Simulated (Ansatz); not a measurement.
Start from TiAl (space group P4/mmm, No. 123; a = 2.813 Å, c = 4.059 Å).

Calculations: r2SCAN/PAW in Ansatz (a quantum-chemistry and plane-wave program), scalar-relativistic without spin-orbit coupling, earlier PAW set.

Base values:

```
Item                   Value
-------------------  -------
c/a ratio              1.443
Lattice parameter a  2.813 Å
```

Perturbation: cell and atoms relaxed at a pressure of 0.9 GPa.

### Question
Predict the new c/a ratio.

### Answer
The c/a ratio remains 1.443.

### Question
Estimate the effect on the lattice parameter a.

### Answer
The lattice parameter a shrinks by 0.007 Å (2.813 Å → 2.806 Å).

Load acts through the strain it causes; cell and atoms are relaxed under it. Stability against distortions was not tested. All final runs are without spin polarisation.
